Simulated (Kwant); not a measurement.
Device: wire with a row of barriers in a InAs two-dimensional gas. Effective mass 0.023 mₑ, grid spacing 3.3 nm, hard walls, nominal width 96 nm (29 grid rows, so walls 99 nm apart), one parabolic valley, scattering region 330 nm long along x; energies count from the band bottom; Fermi energy swept from 0.0020436 to 0.024268 eV. 3 barrier(s) across the wire, height 0.089 eV, thickness 9.9 nm (about 3 grid columns), spaced by 39.6 nm.

Constants are typed, rounded textbook-type inputs, not results; the design itself was drawn at random and stands for no fabricated device.

Computed with Kwant: effective-mass tight-binding model on a square grid, one spin, coherent transport at 0 K. Conductance is in e²/h.

Question: How many channels do the leads carry at E = 9.59, 18.7 meV?

Answer: The hard-wall thresholds are n² ħ²π²/(2mW²) = n² × 1.67 meV with W = 99 nm. √(9.59/1.67) = 2.40, so 2. √(18.7/1.67) = 3.35, so 3.
